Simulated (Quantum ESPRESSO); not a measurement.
Equation of state of fcc Pb (space group 225): energy against volume (Quantum ESPRESSO, PBE)

```yaml
crystal:
  lattice:
    - [0.00000, 2.43099, 2.43099]
    - [2.43099, 0.00000, 2.43099]
    - [2.43099, 2.43099, 0.00000]
  atoms:
    - { symbol: Pb, position: [0.00000, 0.00000, 0.00000] }
```

Method of the run: PBE, GBRV 1.5 ultrasoft (PBE) pseudopotentials (plane waves; Quantum ESPRESSO). Settings: ecutwfc = 52 Ry; ecutrho = 260 Ry; occupations = smearing; smearing = fermi-dirac; degauss = 0.0036749 Ry; potentials = {Pb: pb_pbe_v1.uspp.F.UPF}; K_POINTS = automatic 20 20 20 0 0 0; conv_thr = 1e-10 Ry; mixing_beta = 0.3. The cell above is the first row's. The rows scale it uniformly. In all rows the k mesh is held. E is the free energy at the stated smearing, counted from the lowest row.

| V (Å^3/atom) | E (meV/atom) |
|---|---|
| 28.733 | ? |
| 29.358 | 29.93 |
| 29.982 | 16.48 |
| 30.607 | 7.31 |
| 31.232 | 1.97 |
| 31.856 | 0.00 |
| 32.481 | 1.07 |
| 33.105 | 4.85 |
| 33.730 | 11.09 |

Fit E of the 8 rows that show it with the third-order Birch-Murnaghan form, a cubic in V^(-2/3). With u = V^(-2/3) - 0.1003, the rows have u = 0.0047789, 0.0033159, 0.0019005, 0.0005324, -0.0007887, -0.0020693, -0.0033076, -0.0045095. Least squares gives E = 0.786 + 1710.3·u + 901292·u² + 3482232·u³. Residuals (row less fit): 0.007, -0.014, -0.006, 0.017, 0.004, -0.005, -0.013, 0.008; standard error 0.015 (degrees of freedom: 4). Its minimum lies at u = -0.0009541, so V0 = (0.0993459)^(-3/2) = 31.94. There d²E/du² = 1783000 and d³E/du³ = 2.089e7, so B0 = (4/9) × 31.94^(-7/3) × 1783000 × 0.160218 = 39.2 GPa (the last factor turns the table's units into GPa), and B0' = 4 + (2/3) × 0.0993459 × (2.089e7)/1783000 = 4.8. The program's pressures in the fitted runs (not shown) pass through zero at V = 31.92, 0.05 % from this V0.

Task: What does the fit predict for E at V = 28.733, and how far is the calculated value from it?

Result: u = 0.0062973, so E = 0.786 + 1710.3 × 0.0062973 + 901292 × 0.0062973² + 3482232 × 0.0062973³ = 48.167 meV/atom. The calculation gives 48.22 meV/atom, 0.053 meV/atom above the prediction (0.1 % of the range of E in the table). The row lies outside the fitted rows, so this is an extrapolation. From the scatter of the fitted rows alone, a prediction at this place has a standard error of 0.043 meV/atom, so the miss is 1.2 times that.

Carrying the step between the two nearest rows on in a straight line would have given 43.40, off by 4.82; series whose last step already gives the withheld value aren't shown. The scan was laid around a cell of about the measured size, scaled by a guess for this functional. Spin-orbit coupling is off. Cutoffs and mesh are single choices, not tested for convergence of this quantity. Series with a scatter that would blur these digits, or in which a gap closes, are not shown. Nor are scans whose minimum lies at an end fitted in this form.
